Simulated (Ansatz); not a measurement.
Bi4Te3 (R-3m, No. 166, 7 atoms in the cell; start COD 9011203): bulk modulus B0 by level of theory

No measured value is used here.

Put these levels in order of the bulk modulus B0 that they give for Bi4Te3 (R-3m, No. 166, 7 atoms in the cell; start COD 9011203), smallest first: LDA (Ansatz, a first-principles code), PBE (Ansatz), PBEsol (Ansatz), r²SCAN (Ansatz).

r²SCAN (24.2 GPa), PBE (26.6 GPa), PBEsol (40.4 GPa), LDA (45.0 GPa)

Unless a cell is named, each level is at its own relaxed cell (LDA 32.88, PBE 36.03, PBEsol 33.72, r²SCAN 36.03 Å³/atom).

Density-functional levels without +SOC have no spin–orbit coupling. LDA, r²SCAN, PBEsol, PBE: the bulk modulus is −V dP/dV from two relaxed cells at ±2 % in volume. LDA, r²SCAN, PBEsol, PBE: the relaxation could not lower the start's symmetry, so the cell can be a saddle point above a distorted one. Each level is taken at its own relaxed cell. Cutoffs differ between the levels. Ansatz's density-functional and Hartree–Fock values are scalar-relativistic unless marked +SOC, with PAW data made under PBE.
